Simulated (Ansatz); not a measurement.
## Response to strain in PbSe

The reference is PbSe in the rock salt structure (space group Fm-3m, No. 225).

```
CELL_PARAMETERS angstrom
      0.00000     3.08901     3.08901
      3.08901     0.00000     3.08901
      3.08901     3.08901     0.00000
ATOMIC_POSITIONS crystal
  Pb 0.00000 0.00000 0.00000
  Se 0.50000 0.50000 0.50000
```

Cartesian axes are those of the cell as printed.

Strains are applied to the cell and any free atomic positions relax; under biaxial strain the out-of-plane vector relaxes too.

Level of theory: Kohn–Sham DFT with the r2SCAN functional, run in Ansatz (a program for electronic structure) with PAW and 500 eV plane waves, spin-orbit coupling left out.

Notes on the quantities. pressure: mean of the normal stresses, compression positive; energy relative to the base: free energy F.

```json
[
 {"variant": "base", "band gap": "0.67 eV", "ratio −ε⊥/ε∥": "–", "pressure": "-0.01 GPa", "energy relative to the base": "0 meV/atom"},
 {"variant": "biaxial strain −3.00 %, plane normal [001], relaxed out of plane", "band gap": "0.43 eV", "ratio −ε⊥/ε∥": "0.21", "pressure": "3.38 GPa", "energy relative to the base": "+26 meV/atom"},
 {"variant": "biaxial strain −2.50 %, plane normal [001], relaxed out of plane", "band gap": "0.48 eV", "ratio −ε⊥/ε∥": "0.21", "pressure": "2.72 GPa", "energy relative to the base": "+17 meV/atom"},
 {"variant": "biaxial strain −2.00 %, plane normal [001], relaxed out of plane", "band gap": "0.52 eV", "ratio −ε⊥/ε∥": "0.21", "pressure": "2.10 GPa", "energy relative to the base": "+11 meV/atom"},
 {"variant": "biaxial strain −1.50 %, plane normal [001], relaxed out of plane", "band gap": "0.56 eV", "ratio −ε⊥/ε∥": "0.21", "pressure": "1.52 GPa", "energy relative to the base": "+6.0 meV/atom"},
 {"variant": "biaxial strain −1.00 %, plane normal [001], relaxed out of plane", "band gap": "0.60 eV", "ratio −ε⊥/ε∥": "0.20", "pressure": "0.98 GPa", "energy relative to the base": "+2.6 meV/atom"},
 {"variant": "biaxial strain −0.50 %, plane normal [001], relaxed out of plane", "band gap": "0.63 eV", "ratio −ε⊥/ε∥": "–", "pressure": "0.47 GPa", "energy relative to the base": "+0.6 meV/atom"}
]
```

Spin-orbit coupling, missing from the scalar runs, can matter with Pb. No phonon test of stability was made.
